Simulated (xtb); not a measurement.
xtb 6.7.1, GFN2-xTB: Mg(Cl)(OMe)(OH2)2 (C[O][Mg](<-[OH2])(<-[OH2])[Cl]), 13 atoms. The geometry is a generated start, not checked to be a minimum at this level.

* **run flags**: --grad
* **method**: GFN2-xTB
* **--acc**: 1 (default)
* **--etemp (K)**: 300 (default)
* **basis functions**: 43
* **valence electrons**: 38

```xyz
13

Mg     0.1323     0.5572     0.4602
Cl     2.0163     1.2444     1.4428
O      0.0977    -0.6734    -0.7602
C      0.0640    -1.2021    -2.0366
H      0.5873    -0.5630    -2.7566
H      0.5495    -2.1895    -2.0409
H     -0.9743    -1.3224    -2.3760
O     -0.6247     2.2822     0.9187
H     -1.1216     3.1056     0.9755
H      0.2272     2.3784     1.3951
O     -0.5757    -0.9481     1.7377
H      0.1436    -1.3749     2.2167
H     -0.5216    -1.2942     0.8236
```

One run each on 1 thread. Values of broydamp tried: 0.02, 0.05, 0.1, 0.2, 0.4 (default), 0.6, 0.8, 1.

Task: Which value of broydamp needs the fewest SCC iterations, and what happens away from it?

Result: Fewest SCC iterations, within one of each other: 0.4 (default) with 13, 0.6 with 13. The count rises to 26 at 0.02. All converge to one solution.

```csv
broydamp,SCC iterations,end
0.02,26,same solution
0.05,21,same solution
0.1,18,same solution
0.2,15,same solution
0.4 (default),13,same solution
0.6,13,same solution
0.8,15,same solution
1,16,same solution
```
